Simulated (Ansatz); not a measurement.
fcc Cu (0 0 1) on anatase TiO2 (0 0 1) (film strained to the substrate, started from cuts of the bulks and a machine-learned relaxation; slabs Ti8O14 and Cu12, which can lie off the formulas)

A periodic stack without vacuum, fcc Cu (0 0 1) on anatase TiO2 (0 0 1) (film strained to the substrate, started from cuts of the bulks and a machine-learned relaxation; slabs Ti8O14 and Cu12, which can lie off the formulas): substrate slab Ti8O14, film Cu12, surface cells [[0, 1], [-1, 0]] and [[0, -1], [2, 1]], film strained by +4.6 and +4.6 %, outermost planes Ti/Ti and Cu/Cu as cut, which need not be the usual terminations and can put a slab off its formula.

The start was prepared with a machine-learned potential, and the result is one local minimum, with the in-plane cell held and forces under 0.04 eV/Å; the film can end far from its bulk form.

Method: PBE (plane waves to 420 eV, PAW; Ansatz, a first-principles code). No spin–orbit coupling; the runs are not spin-polarised; PBE gaps are too small against experiment. Its k-point mesh 8×8×1, Fermi–Dirac width 0.05 eV.

- interface area = 14.4 Å²
- period = 29.15 Å
- heights between the nearest atoms of the two slabs at the two interfaces = 1.85 and 1.85 Å
- Cu–Ti contacts across the interfaces within 1.22 times the sum of covalent radii = 8, mean 2.69 Å
- Cu–O contacts across the interfaces within 1.22 times the sum of covalent radii = 2, mean 2.29 Å

```
CELL_PARAMETERS angstrom
      3.79863    -0.00035    -0.03498
     -0.00006     3.79860    -0.07771
      0.34985     0.60339    29.13799
ATOMIC_POSITIONS crystal
  Ti 0.39643 0.95388 0.02535
  Ti 0.94614 0.95328 0.27365
  O  0.35434 0.45390 0.03704
  O  0.47693 0.95385 0.09114
  Ti 0.94923 0.45342 0.19085
  Ti 0.45349 0.45386 0.10823
  O  0.95197 0.45391 0.12151
  O  0.94854 0.95345 0.20463
  O  0.44884 0.45343 0.17535
  O  0.94636 0.45339 0.25896
  Ti 0.44428 0.95387 0.35644
  Ti 0.90078 0.95416 0.60490
  O  0.44586 0.95340 0.28789
  O  0.44395 0.45373 0.37115
  O  0.94467 0.95374 0.34222
  O  0.44314 0.95365 0.42546
  Ti 0.94349 0.45441 0.52179
  Ti 0.44365 0.45363 0.43923
  O  0.94252 0.45356 0.45466
  O  0.96321 0.95431 0.53867
  O  0.44320 0.45440 0.50866
  O  0.86078 0.45415 0.59337
  Cu 0.88606 0.95391 0.72744
  Cu 0.38782 0.45392 0.72830
  Cu 0.38724 0.95401 0.66828
  Cu 0.88986 0.45400 0.67186
  Cu 0.88404 0.95375 0.84373
  Cu 0.38496 0.45382 0.84415
  Cu 0.38538 0.95384 0.78636
  Cu 0.88628 0.45380 0.78595
  Cu 0.88169 0.95367 0.96178
  Cu 0.38331 0.45382 0.95828
  Cu 0.38229 0.95381 0.90264
  Cu 0.88397 0.45370 0.90181
```
